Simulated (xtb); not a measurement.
xtb 6.7.1, GFN1-xTB: Zr(Br)3(NEtMe) (CC[N](C)[Zr]([Br])([Br])[Br]), 16 atoms. The geometry is a generated start, not checked to be a minimum at this level.

```json
{
 "method": "GFN1-xTB",
 "--acc": "1 (default)",
 "--etemp (K)": "300 (default)",
 "detailed input (--input)": "none: ANC optimiser, Lindh (1995) Hessian, microcycle=20, maxdispl=1.0, hlow=0.01 (default)",
 "basis_functions": "72",
 "valence_electrons": "50"
}
```

```xyz
16

Zr     1.0487    -1.7756    -0.5151
Br     2.9334    -0.4856    -1.5419
Br     2.1480    -3.3085     1.1266
Br    -0.0863    -3.0559    -2.3540
N     -0.0527    -0.3816     0.3152
C      0.4682     0.1334     1.5737
C     -0.3602     0.6773    -0.6428
C     -1.7377     1.3054    -0.4024
H     -0.2449     0.8233     2.0419
H      1.4199     0.6838     1.4213
H      0.6314    -0.6968     2.2751
H      0.4132     1.4705    -0.6004
H     -0.3583     0.2366    -1.6636
H     -1.7738     1.7823     0.5741
H     -1.9424     2.0554    -1.1614
H     -2.5065     0.5362    -0.4463
```

Charge 0 and multiplicity 1 are set for this test and not shown to be the ground state.

The structure is relaxed from this start with --opt LEVEL for the levels crude, sloppy, loose, lax, normal, tight, vtight, extreme, once each. Up to the end of the extreme run atoms move by at most 0.78 Å along an axis.

Question: Which level is enough to come within 1 meV of the tightest end point?

Answer: lax: 30 cycles against 40, ending 0.37 meV above.

```tsv
level	cycles	energy above the extreme run (meV)	gradient norm (eV/Å)
crude	7	82	0.36
sloppy	20	5.3	0.12
loose	20	5.3	0.12
lax	30	0.37	0.066
normal	33	0.086	0.010
tight	36	0.013	0.0058
vtight	40	under 0.01	0.0019
extreme	40	—	0.0019
```
